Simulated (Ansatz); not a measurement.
## Band gap (eV)

Cell A: HfN (rock salt, Fm-3m), 2 atoms in the cell, k-point mesh 14×14×14 on the run's own vectors. Conventional cell: a = b = c = 4.5480 Å, α = β = γ = 90.00°.

Cell B: GaN (wurtzite, P6₃mc), 4 atoms in the cell, k-point mesh 12×12×8 on the run's own vectors. Conventional cell: a = b = 3.2184 Å, c = 5.2432 Å, α = β = 90.00°, γ = 120.00°.

Plane-wave PAW calculations with Ansatz (a program for electronic structure), its default PAW set, cutoff 420 eV, 500 eV for r2SCAN. The structures are at rest with PBE; other levels are single points on them. Neutral cells; Fermi-Dirac smearing of at most 0.05 eV in the solids, energies taken to zero width. The lattices are those relaxed with PBE, so at other levels the solids can be strained, which adds to the spread. Spin-orbit coupling is left out. A dispersion term ran beside these levels; it doesn't touch the electrons. Gaps are highest filled to lowest empty Kohn-Sham level on the run's k-point mesh, states of defects and surfaces included; edges off the mesh make the true gap smaller, and under 0.08 eV counts as none.

```
cell            PBE  r2SCAN
----  -------------  ------
A              none    none
B     1.71 (direct)     [?]
```

### Question
What belongs in the gaps?

### Answer

- B, r2SCAN: 2.12 (direct)
